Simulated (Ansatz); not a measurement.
Response to strain in Ir

The reference is Ir in the fcc (Cu type) structure (space group Fm-3m, No. 225; relaxed with 0.1 eV smearing).

```
CELL_PARAMETERS angstrom
      0.00000     1.92250     1.92250
      1.92250     0.00000     1.92250
      1.92250     1.92250     0.00000
ATOMIC_POSITIONS crystal
  Ir 0.00000 0.00000 0.00000
```

Cartesian axes are those of the cell as printed.

Strains are applied to the cell and any free atomic positions relax.

Method: r2SCAN, PAW, 500 eV (Ansatz, a program for electronic structure; scalar-relativistic without spin-orbit coupling).

Notes on the quantities. energy relative to the base: free energy F; pressure: mean of the normal stresses, compression positive.

```json
[
 {"change": "base", "energy relative to the base": "0 meV/atom", "pressure": "0.0 GPa", "shortest interatomic distance": "2.719 Å"},
 {"change": "tensor shear ε_xy = +0.86 %", "energy relative to the base": "+3.6 meV/atom", "pressure": "0.2 GPa", "shortest interatomic distance": "2.695 Å"},
 {"change": "tensor shear ε_xy = +0.57 %", "energy relative to the base": "+1.6 meV/atom", "pressure": "0.1 GPa", "shortest interatomic distance": "2.703 Å"},
 {"change": "tensor shear ε_xy = +1.43 %", "energy relative to the base": "+10 meV/atom", "pressure": "0.4 GPa", "shortest interatomic distance": "2.680 Å"},
 {"change": "tensor shear ε_xy = +2.00 %", "energy relative to the base": "+20 meV/atom", "pressure": "0.8 GPa", "shortest interatomic distance": "2.664 Å"},
 {"change": "tensor shear ε_xy = +1.71 %", "energy relative to the base": "+14 meV/atom", "pressure": "0.6 GPa", "shortest interatomic distance": "2.672 Å"},
 {"change": "tensor shear ε_xy = +0.29 %", "energy relative to the base": "+0.4 meV/atom", "pressure": "0.0 GPa", "shortest interatomic distance": "2.711 Å"},
 {"change": "tensor shear ε_xy = +1.14 %", "energy relative to the base": "+6.4 meV/atom", "pressure": "0.3 GPa", "shortest interatomic distance": "2.688 Å"}
]
```

Whether these cells are dynamically stable was not tested. All final runs are without spin polarisation.
